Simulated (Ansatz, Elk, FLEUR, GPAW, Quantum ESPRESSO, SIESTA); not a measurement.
# Code comparison for Y (P6_3/mmc, 2 atoms in the cell)

Self-consistent single point, at a second geometry (lattice scaled by 0.98). First geometry:

```
Y
1.0
    1.82500    -3.16099     0.00000
    1.82500     3.16099     0.00000
    0.00000     0.00000     5.73000
Y
2
Direct
  0.33333   0.66667   0.25000
  0.66667   0.33333   0.75000
```

Shared settings, as Ansatz (a program for electronic structure) writes them: kpoints.mp_grid.grid = 10 10 6; scf.occupations.method = fermi_dirac; scf.occupations.width = 0.0073 Ry. Potentials and cutoffs stand in the table.

| code | model | ΔF from the first geometry (meV/atom) | pressure (GPa) | cutoff |
|---|---|---|---|---|
| Ansatz | PBE, default PAW files | 13.6 | 2.49 | 30.9 Ry |
| Quantum ESPRESSO | PBE, PSlibrary ultrasoft (PBE) pseudopotentials | 14.2 | 2.45 | 45 Ry |
| SIESTA | GGA PBE, numerical atomic orbitals DZP, PseudoDojo PBE standard norm-conserving potentials (rewritten from UPF to PSML) | -1.5 | 1.19 | grid 400 Ry |
| Elk | PBE, all-electron FP-LAPW, Elk's shipped species files, APW+lo basis with extra local orbitals | 14.9 | – | rgkmax 8 |
| FLEUR | PBE, all-electron FLAPW (FLEUR), scalar-relativistic valence | 13.9 | – | Kmax 3.8 1/bohr |
| GPAW | PBE, GPAW PAW datasets PBE (gpaw-data 1.0.1) | 13.3 | 2.44 | 600 eV |

A dash marks a value that a program does not give, or that is left out as unsure.

The spread over the programs that give each value: ΔF from the first geometry within 16.4 meV/atom; pressure within 1.30 GPa.

SIESTA uses small atom-centred bases, whose incompleteness enters pressures, forces and empty levels differently from a plane-wave cutoff. Elk and FLEUR treat all electrons, but the usual bases taken here (sphere radii, linearisation, local orbitals, empty states) were not tested for convergence, so the values are no reference for the others. Ansatz's pressure is given at a fixed set of plane waves, as the other plane-wave codes print theirs. In the pressure, SIESTA (by 1.26) lies more than 1 GPa from the median of the plane-wave programs.

The starting cell has typed, rounded lattice constants, without a prior relaxation at this level. For this run, on top of that: lattice scaled by 0.98.

Left out of this page: ABINIT (with a known weakness of the program).

Keys are those of Ansatz 0.2.
